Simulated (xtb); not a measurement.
xtb 6.7.1, GFN1-xTB: Si(Me)2(NHiPr)(OH) (CC(C)N[Si](C)(C)O), 23 atoms. The geometry is a generated start, not checked to be a minimum at this level.

```
Property                                                                                                        Value
------------------------  -------------------------------------------------------------------------------------------
method                                                                                                       GFN1-xTB
--acc                                                                                                     1 (default)
--etemp (K)                                                                                             300 (default)
detailed input (--input)  none: ANC optimiser, Lindh (1995) Hessian, microcycle=20, maxdispl=1.0, hlow=0.01 (default)
basis functions                                                                                                    68
valence electrons                                                                                                  50
```

```xyz
23

C      2.5141     0.6577    -1.1025
C      1.3864    -0.0651    -0.3700
C      1.8078    -0.3780     1.0661
N      0.1926     0.7636    -0.3730
Si    -1.4280     0.2466    -0.0570
C     -1.6084    -0.2745     1.7669
C     -2.1023    -1.1187    -1.1973
O     -2.3796     1.5347    -0.3989
H      2.2349     0.8539    -2.1358
H      2.7288     1.6045    -0.6116
H      3.4165     0.0511    -1.0967
H      1.1912    -1.0200    -0.8862
H      1.0328    -0.9442     1.5706
H      1.9724     0.5472     1.6116
H      2.7258    -0.9600     1.0693
H      0.2608     1.4997    -1.0617
H     -1.2290    -1.2761     1.9449
H     -1.0789     0.4011     2.4321
H     -2.6550    -0.2725     2.0590
H     -1.5373    -2.0419    -1.0925
H     -2.0515    -0.8193    -2.2395
H     -3.1390    -1.3431    -0.9723
H     -2.2550     2.3533     0.0745
```

The structure is relaxed from this start with --opt LEVEL for the levels crude, sloppy, loose, lax, normal, tight, vtight, extreme, once each. Up to the end of the extreme run atoms move by at most 1.1 Å along an axis.

**Question.** Which level is enough to come within 1 meV of the tightest end point?

**Answer.** normal: 45 cycles against 68, ending 0.31 meV above.

```csv
level,cycles,energy above the extreme run (meV),gradient norm (eV/Å)
crude,14,53,0.48
sloppy,20,19,0.22
loose,21,18,0.19
lax,32,5.5,0.064
normal,45,0.31,0.018
tight,49,0.11,0.0094
vtight,57,0.027,0.0063
extreme,68,—,0.00092
```
